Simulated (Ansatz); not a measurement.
## K under a change: isotropic strain +0.54 %

The parent structure is K in the bcc (W type) structure (space group Im-3m, No. 229; a = 5.2881 Å; relaxed with 0.1 eV smearing).

Modification: an isotropic linear strain of +0.54 %; the atoms relax in the strained cell.

Method: PBE in Ansatz (plane waves to 420 eV, PAW, no spin-orbit coupling). Settings: 18×18×18 k-points, 0.1 eV Fermi–Dirac smearing.

```json
[
 {"quantity": "volume per atom", "base": "73.94 Å³", "changed": "75.14 Å³", "shift": "+1.20 Å³"},
 {"quantity": "space group", "base": "Im-3m (No. 229)", "changed": "Im-3m (No. 229)", "shift": "–"},
 {"quantity": "energy relative to the base (free energy F)", "base": "0 meV/atom", "changed": "+0.2 meV/atom", "shift": "+0.2 meV/atom"},
 {"quantity": "band gap", "base": "zero", "changed": "zero", "shift": "–"}
]
```

Final structure:

```
CELL_PARAMETERS angstrom
     -2.65832     2.65832     2.65832
      2.65832    -2.65832     2.65832
      2.65832     2.65832    -2.65832
ATOMIC_POSITIONS crystal
  K  0.00000 0.00000 0.00000
```

Cost of the whole job for the changed cell (relaxation, final SCF and bands): roughly 14 core-seconds.

No phonon test of stability was made.

Ansatz is a quantum-chemistry and plane-wave program.
